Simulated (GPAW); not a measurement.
A self-consistent single point of YInCu4 (F-43m, 6 atoms in the cell) with GPAW.

Method of the run: PBEsol, GPAW PAW datasets PBEsol (made by gpaw-setup) (plane waves; GPAW).

The change in words: lattice scaled by 0.98. Reference geometry:
```
CELL_PARAMETERS angstrom
      0.00000     3.52615     3.52615
      3.52615     0.00000     3.52615
      3.52615     3.52615     0.00000
ATOMIC_POSITIONS crystal
  Y  0.00000 0.00000 0.00000
  In 0.75000 0.75000 0.75000
  Cu 0.37533 0.37533 0.37533
  Cu 0.87401 0.37533 0.37533
  Cu 0.37533 0.37533 0.87401
  Cu 0.37533 0.87401 0.37533
```

Reference input (self-consistent single point, DFT PBEsol, plane waves, GPAW PAW datasets PBEsol (made by gpaw-setup)): mode = pw; ecut = 800 eV; xc = PBEsol; kpts = 9 9 9; mesh shift (steps) = 0 0 0; occupations.name = methfessel-paxton; occupations.width = 0.272 eV; occupations.order = 0; nbands = -14; convergence.forces = 0.001 eV/Å; symmetry.symmorphic = false; symmetry.tolerance = 0.0005. This run's input differs from it in these lines:

```diff
@@ -5,11 +5,11 @@
 atoms = Atoms(['Y', 'In', 'Cu', 'Cu', 'Cu', 'Cu'],
-              cell=[[0.000000, 3.526153, 3.526153],
-                    [3.526153, 0.000000, 3.526153],
-                    [3.526153, 3.526153, 0.000000]],
+              cell=[[0.000000, 3.455630, 3.455630],
+                    [3.455630, 0.000000, 3.455630],
+                    [3.455630, 3.455630, 0.000000]],
               positions=[[0.000000, 0.000000, 0.000000],
-                         [5.289229, 5.289229, 5.289229],
-                         [2.646942, 2.646942, 2.646942],
-                         [2.646942, 4.405364, 4.405364],
-                         [4.405364, 4.405364, 2.646942],
-                         [4.405364, 2.646942, 4.405364]],
+                         [5.183445, 5.183445, 5.183445],
+                         [2.594003, 2.594003, 2.594003],
+                         [2.594003, 4.317257, 4.317257],
+                         [4.317257, 4.317257, 2.594003],
+                         [4.317257, 2.594003, 4.317257]],
               pbc=True)
```

Output (repeated stretches shortened):

```
     iter     time        total  log10-change:
                         energy   eigst   dens  force
iter:   1 --:--:--   -34.351858
iter:   2 --:--:--   -30.297312   -1.56  -1.13
iter:   3 --:--:--   -27.313381   -0.97  -1.26
iter:   4 --:--:--   -27.286450   -1.76  -1.60
iter:   5 --:--:--   -27.111188   -1.80  -1.76
iter:   6 --:--:--   -27.175196   -1.62  -1.95
iter:   7 --:--:--   -26.960045   -2.58  -1.96
iter:   8 --:--:--   -26.868655   -2.42  -2.19
iter:   9 --:--:--   -26.868201   -4.35  -2.97
iter:  10 --:--:--   -26.868289c  -5.81  -3.12
iter:  11 --:--:--   -26.869177c  -4.12  -3.13
iter:  12 --:--:--   -26.867745c  -4.53  -3.13
iter:  13 --:--:--   -26.867716c  -6.43  -3.69
iter:  14 --:--:--   -26.867777c  -5.84  -3.73
iter:  15 --:--:--   -26.867701c  -5.73  -3.94
iter:  16 --:--:--   -26.867697c  -7.40c -4.26c
iter:  17 --:--:--   -26.867688c  -7.09  -4.30c
iter:  18 --:--:--   -26.867685c  -7.48c -4.50c -3.60c
Converged after 18 iterations.

Dipole moment: (8.957821, 8.957821, 8.957821) |e|*Ang

Energy contributions relative to reference atoms: (reference = -431877.969905)

Kinetic:        -26.844566
Potential:      +23.509391
External:        +0.000000
XC:             -23.836576
Entropy (-ST):   -0.015028
Local:           +0.311582
SIC:             +0.000000
--------------------------
Free energy:    -26.875199
Extrapolated:   -26.867685

Showing only first 2 kpts
 Kpt  Band  Eigenvalues  Occupancy
  0    32      8.55047    2.00000
  0    33      9.27363    2.00000
  0    34     10.23648    0.82676
  0    35     10.23648    0.82676

  1    32      8.80806    2.00000
  1    33      9.05656    2.00000
  1    34     10.46071    0.16613
  1    35     10.61405    0.02911

Fermi level: 10.19438

No gap
   [... lines left out ...]
  0 Y     0.00000    0.00000    0.00000
  1 In   -0.00000    0.00000   -0.00000
  2 Cu    0.01639    0.01639    0.01639
  3 Cu    0.01639   -0.01639   -0.01639
  4 Cu   -0.01639   -0.01639    0.01639
  5 Cu   -0.01639    0.01639   -0.01639

Stress tensor:
    -0.087819    -0.000000     0.000000
    -0.000000    -0.087819     0.000000
     0.000000     0.000000    -0.087819
Stress (GPa, Voigt): [-14.0702 -14.0702 -14.0702   0.       0.      -0.    ]
```

The run converged in 18 iterations. GPAW prints stress with tension positive. Against the reference run the free energy goes up by 50.9 meV/atom, the pressure goes from 4.34 to 14.07 GPa and the largest force goes from 0.012 to 0.028 eV/Å.

The starting cell comes from a database of computed structures (which also holds hypothetical and non-ambient phases and stackings), without a prior relaxation at this level. Its lattice was rescaled by a random factor within 2.5 % of one. For this run, on top of that: lattice scaled by 0.98. Spin polarisation is off. With a pressure of about 14 GPa the cell is away from its equilibrium volume at this level.

Cost on one core of a shared machine: roughly 2 min.
